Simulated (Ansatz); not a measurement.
**A15 V₃Si (cubic form, which distorts at low temperature): properties by level of theory**

Reference values: lattice constant a 4.724 Å (measured, temperature not stated, no zero-point or thermal correction; as tabulated in Zeng et al. (2023), arXiv:2309.11055); bulk modulus 171 GPa (measured, 300 K, no zero-point or thermal correction, our sources range from 171 to 176; as tabulated in Lu and Klein (1997), arXiv:cond-mat/9704251).

```tsv
level (code)	lattice constant a (Å)	bulk modulus (GPa)
PBE (Ansatz)	4.701	192
revPBE (Ansatz)	4.725	185
PBE-D3(BJ) (Ansatz)	4.634	210
PBEsol-D3(BJ) (Ansatz)	4.589	224
rVV10 (Ansatz)	4.713	193
```

Differences from the reference values (errors of the level alone only where the reference is corrected to a static lattice):

| level | lattice constant a (%) | bulk modulus (%) |
|---|---|---|
| PBE | -0.49 | +12.3 |
| revPBE | +0.02 | +8.2 |
| PBE-D3(BJ) | -1.91 | +23 |
| PBEsol-D3(BJ) | -2.86 | +31 |
| rVV10 | -0.23 | +12.9 |

Nearest: lattice constant a, not ranked (reference at room or unstated temperature); bulk modulus, not ranked (reference at room or unstated temperature).

Caveats: symmetry holds this phase in the static calculation, where it need not be a minimum (PBE, revPBE, PBE-D3(BJ), PBEsol-D3(BJ), rVV10). Ansatz's density-functional and Hartree–Fock values are scalar-relativistic unless marked +SOC, with PAW data made under PBE.

The crystal itself was run without spin with PBE, revPBE, PBE-D3(BJ), PBEsol-D3(BJ), rVV10; a magnetic state was not tried in these runs.

Differences are worked out from the printed values.

Static lattice: no zero-point or thermal effects.

Ansatz is a quantum-chemistry and plane-wave program.
